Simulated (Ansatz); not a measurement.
Take Rh in the fcc (Cu type) structure (space group Fm-3m, No. 225; a = 3.782 Å; relaxed with 0.1 eV smearing) as the base.

Computed with PBEsol (Ansatz, a program for electronic structure), without spin-orbit coupling.

Base values:

```
Property    Value
--------  -------
Pressure  0.0 GPa
```

Now apply this change: an isotropic linear strain of −1.00 %; the atoms relax in the strained cell.

Task: What does the calculation give for the pressure after the change?

Result: The pressure goes from zero to 9.5 GPa.

Task: How does this affect the energy relative to the base?

Result: The energy increases by 12 meV/atom.

No phonon test of stability was made. All final runs are without spin polarisation.
